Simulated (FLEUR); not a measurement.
Worked example: self-consistent single point of LaZnGa (P1, 6 atoms in the cell) in FLEUR.

Computed with PBEsol, all-electron FLAPW (FLEUR), scalar-relativistic valence.

The change in words: atoms moved at random. Reference geometry:
```yaml
crystal:
  lattice:
    - [4.49206, 0.00000, 0.00000]
    - [-2.24603, 3.89024, 0.00000]
    - [0.00000, 0.00000, 8.04708]
  atoms:
    - { symbol: La, position: [0.00000, 0.00000, 0.50000] }
    - { symbol: La, position: [0.00000, 0.00000, 0.00000] }
    - { symbol: Zn, position: [0.33333, 0.66667, 0.75000] }
    - { symbol: Zn, position: [0.66667, 0.33333, 0.25000] }
    - { symbol: Ga, position: [0.33333, 0.66667, 0.25000] }
    - { symbol: Ga, position: [0.66667, 0.33333, 0.75000] }
```

Reference input (self-consistent single point, DFT, PBEsol, all-electron FLAPW (FLEUR), scalar-relativistic valence): Kmax = 3.8 1/bohr; GmaxXC = 13.3 1/bohr; xcFunctional = PBEs; jspins = 1; l_soc = F; mode = gauss; fermiSmearingEnergy = 0.00367493 Htr; mesh (inpgen div1-3) = 6 6 3; inpgen gamma flag = true; Gmax = 13.3 1/bohr; numbands = 0; maxIterBroyd = 40. This run's input differs from it in these lines:

```diff
@@ -10,8 +10,8 @@
 6
-57 0.0000000000 0.0000000000 0.5000000000
-57 0.0000000000 0.0000000000 0.0000000000
-30 0.3333333333 0.6666666667 0.7500000000
-30 0.6666666667 0.3333333333 0.2500000000
-31 0.3333333333 0.6666666667 0.2500000000
-31 0.6666666667 0.3333333333 0.7500000000
+57 -0.0039820000 -0.0064140000 0.4980900000
+57 -0.0105310000 -0.0014160000 -0.0052780000
+30 0.3515780000 0.6727020000 0.7541210000
+30 0.6573230000 0.3296400000 0.2491090000
+31 0.3244680000 0.6641210000 0.2547040000
+31 0.6811440000 0.3413680000 0.7492540000
 
@@ -93,4 +93,7 @@
       <atomGroup species="Lanthanum (La)">
-         <relPos label="                   1">.0000000000 .0000000000 1.000/2.000</relPos>
-         <relPos label="                   2">.0000000000 .0000000000 .0000000000</relPos>
+         <relPos label="                   1">-.0039820000 -.0064140000 .4980900000</relPos>
+         <force calculate="T" relaxXYZ="TTT"/>
+      </atomGroup>
+      <atomGroup species="Lanthanum (La)">
+         <relPos label="                   2">-.0105310000 -.0014160000 -.0052780000</relPos>
          <force calculate="T" relaxXYZ="TTT"/>
@@ -98,4 +101,7 @@
       <atomGroup species="Zinc (Zn)">
-         <relPos label="                   3">1.000/3.000 -1.000/3.000 -1.000/4.000</relPos>
-         <relPos label="                   4">-1.000/3.000 1.000/3.000 1.000/4.000</relPos>
+         <relPos label="                   3">.3515780000 -.3272980000 -.2458790000</relPos>
+         <force calculate="T" relaxXYZ="TTT"/>
+      </atomGroup>
+      <atomGroup species="Zinc (Zn)">
+         <relPos label="                   4">-.3426770000 .3296400000 .2491090000</relPos>
          <force calculate="T" relaxXYZ="TTT"/>
@@ -103,4 +109,7 @@
       <atomGroup species="Gallium (Ga)">
-         <relPos label="                   5">1.000/3.000 -1.000/3.000 1.000/4.000</relPos>
-         <relPos label="                   6">-1.000/3.000 1.000/3.000 -1.000/4.000</relPos>
+         <relPos label="                   5">.3244680000 -.3358790000 .2547040000</relPos>
+         <force calculate="T" relaxXYZ="TTT"/>
+      </atomGroup>
+      <atomGroup species="Gallium (Ga)">
+         <relPos label="                   6">-.3188560000 .3413680000 -.2507460000</relPos>
          <force calculate="T" relaxXYZ="TTT"/>
```

Log, with long lists cut:

```
 Iteration:     1   Distance:       7.58315323 me/bohr^3
 Iteration:     2   Distance:       6.15196011 me/bohr^3
 Iteration:     3   Distance:       3.43865871 me/bohr^3
 Iteration:     4   Distance:       2.84027947 me/bohr^3
 Iteration:     5   Distance:       1.30695979 me/bohr^3
   [... 13 lines left out ...]
 Iteration:    19   Distance:       0.00003241 me/bohr^3
 Iteration:    20   Distance:       0.00003951 me/bohr^3
 Iteration:    21   Distance:       0.00001130 me/bohr^3
 Iteration:    22   Distance:       0.00000330 me/bohr^3
 Reset of history
 Run finished successfully
 Stop message:
   Structural relaxation: new displacements generated

[file out, last iteration]
             iter=     23
[...]
          total density-effective poten   -4.0550107458E+04
          total charge density-energy d   -6.9056004994E+02
 Updated energy parameters for spin:           1
[...]
 fermi energy and band-weighting factors:

[...]
FERMIE:
          first approx. to ef    (T=0)  :   0.308246 htr   (energy of the highest occ. eigenvalue)
          number of occ. states  (T=0)  :       2017
          first approx. to seigv (T=0)  :  -6.886190 htr
          sum of weights of occ. states :  36.009259
          sum of semicore charge        :   0.000000 e
          fermi energy=   0.30747 har   work function=  -8.36676 ev
          number of valence electrons=  72.00000
   [... lines left out ...]
          total moment                 =     0.00000
 Direct bandgap for spin            1 :    7.8213637722115981E-003  Htr
   [... lines left out ...]
 -->  4    0.59311  0.39347  9.64299  0.00427   10.63458
 -->  5    0.81260  0.67915  9.86609  0.00412   11.36287
 -->  6    0.81339  0.68483  9.86608  0.00424   11.36949
          total charge for spin  1=   72.000000
          interst. charge =      11.669284
          mt charge=              8.161921    8.160741   10.641111   10.634582
          mt charge=             11.362873   11.369488
          total charge  =   72.000000
```

The run converged in 22 iterations. FLEUR gives forces in its relaxation mode, with a further iteration, so its stop message speaks of a relaxation. Against the reference run the total energy rises by 4.6 meV/atom and the largest force goes from 0.000 to 0.327 eV/Å.

The starting cell comes from a database of computed structures (which also holds hypothetical and non-ambient phases and stackings), without a prior relaxation at this level. For this run, on top of that: atoms moved at random. Values depend on the basis (sphere radii, cutoffs, local orbitals), which need not be converged. The log's line on a gap gives a spacing of levels on this mesh, which the program prints for metals too.

Cost on one core of a shared machine: roughly 20 min.
